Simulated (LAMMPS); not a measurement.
MD of Al (fcc) at zero pressure, 4000 atoms, as a crystal; each row is its own run.

Model: classical MD, pair style eam/alloy, file AlCu.eam.alloy (LAMMPS).

```csv
T (K),volume (Å³/atom)
200,16.893
300,17.051
560,17.515
700,17.810
840,18.170
```

### Question
Fit a straight line, y = a + b x, to these rows (x is the first column, y the second) and predict the run at x = 420.

### Answer
Least squares gives a = 16.467 and b = 0.001963. At x = 420 the fit predicts 17.291 Å³/atom. The run itself gave 17.2526 ± 0.0004 Å³/atom, so the fit is 0.22 % high.

Caution (row 840): this crystal lies over the melting point of about 750 K that EAM-type AlCu.eam.alloy gives, so it is superheated.
